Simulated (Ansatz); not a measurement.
The parent structure is SiC in the zinc blende structure (space group F-43m, No. 216).

```
CELL_PARAMETERS angstrom
      0.00000     2.16449     2.16449
      2.16449     0.00000     2.16449
      2.16449     2.16449     0.00000
ATOMIC_POSITIONS crystal
  Si 0.00000 0.00000 0.00000
  C  0.25000 0.25000 0.25000
```

Cartesian axes are those of the cell as printed.

Calculations: LDA (Ansatz, a quantum-chemistry and plane-wave program; PAW; 420 eV plane waves; spin-orbit coupling left out).

Before the change:

The shortest interatomic distance is 1.875 Å. The pressure is 0.00 GPa. The valence-band top at Γ comes out as 0.00, 0.00, 0.00 eV.

Perturbation: the cell is stretched by 1.50 % along z with no lateral relaxation, atoms relaxed at fixed cell.

Q: How does this affect the energy relative to the base, shortest interatomic distance, pressure and valence-band top at Γ?

A: The energy increases by 2.9 meV/atom; the shortest interatomic distance goes up by 0.009 Å (1.875 Å → 1.884 Å); the pressure (mean of the normal stresses, compression positive) goes from zero to -3.34 GPa; the valence-band top at Γ (three highest levels, from the VBM) becomes 0.00, 0.00, -0.10 eV (base: 0.00, 0.00, 0.00 eV).

The levels and masses belong to the bands next to the band gap. The cells carry an imposed strain or load. Whether these cells are dynamically stable was not tested.
